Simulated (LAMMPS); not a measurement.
MD of Ni (fcc) at zero pressure, 2048 atoms, as a crystal; each row is its own run.

All values are model results, not measurements: classical MD, pair style adp, file Ni.adp (LAMMPS).

```csv
T (K),enthalpy (eV/atom)
200,-4.3979
300,-4.3716
780,-4.2420
1040,-4.1687
1300,-4.0930
1560,-4.0125
2070,-3.8333
```

Question: Fit a straight line, y = a + b x, to these rows (x is the first column, y the second) and predict the run at x = 1810.

Answer: Least squares gives a = -4.4677 and b = 0.0002972. At x = 1810 the fit predicts -3.9297 eV/atom. The run itself gave -3.9305 ± 0.0006 eV/atom, so the fit is 0.8 meV/atom high.

Caution (row 2070): this crystal lies over the melting point of about 1800 K that EAM-type Ni.adp gives, so it is superheated.
